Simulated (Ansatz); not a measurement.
Base system: LaAs in the CsCl type structure (space group Pm-3m, No. 221; a = 3.7443 Å; a hypothetical phase, not in the database extracts checked).

(Cell as relaxed with PBE.)

Levels (all Ansatz, a first-principles code, PAW): PBE (420 eV, no spin-orbit coupling); r2SCAN (500 eV, no SOC).

Each level relaxes its own structure.

```csv
base,PBE,r2SCAN
volume per atom,26.25 Å³,26.23 Å³
lattice parameter a,7.076 bohr,7.074 bohr
band gap,zero,zero
```

Now apply this change: cell and atoms relaxed at a pressure of 4.5 GPa.

| quantity | PBE | r2SCAN |
|---|---|---|
| band gap | zero | ? |
| lattice parameter a | 6.936 bohr | ? |

Given the PBE results, estimate those of r2SCAN.


- band gap, r2SCAN: zero
- lattice parameter a, r2SCAN: 6.942 bohr

PBE's lattice parameter a lies 0.006 bohr below r2SCAN's (0.1 %); the two agree on the band gap. Neither level is exact; r2SCAN is the comparison here, not a measurement.

Load acts through the strain it causes; cell and atoms are relaxed under it. No phonon test of stability was made. The final runs are not spin-polarised.
